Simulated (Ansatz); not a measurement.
CsCl-type AuZn (cubic form, which distorts at low temperature) was calculated with PBE in Ansatz (plane waves, PAW).

Run with plane-wave cutoff 520 eV, 18×18×18 k mesh, Fermi–Dirac smearing 0.05 eV, scalar-relativistic PAW data made under PBE.

Cell (relaxed at this level):

Space group Pm-3m (No. 221); a = b = c = 3.1863 Å, α = β = γ = 90.00°

| atom | site | symmetry | x | y | z |
|---|---|---|---|---|---|
| Zn | 1b | m-3m | 0.5000 | 0.5000 | 0.5000 |
| Au | 1a | m-3m | 0.0000 | 0.0000 | 0.0000 |

Question: Estimate the bulk modulus that the calculation returns.

Answer: 
- bulk modulus: 117 GPa

The run finds no gap.

Measured, for comparison: bulk modulus 131 GPa (temperature not stated, no zero-point or thermal correction; as tabulated in Nepal et al. (2020), arXiv:2007.11150). Computed (rounded) less measured: bulk modulus -11 %.

Note: the bulk modulus is −V dP/dV from two relaxed cells at ±2 % in volume; symmetry holds this phase in the static calculation, where it need not be a minimum.

Spin–orbit coupling is not included; it can shift volumes and moduli of such heavy elements.

Static lattice: no zero-point or thermal effects.

It cost very roughly 70 core-seconds of CPU time.

Ansatz is a program for electronic structure.
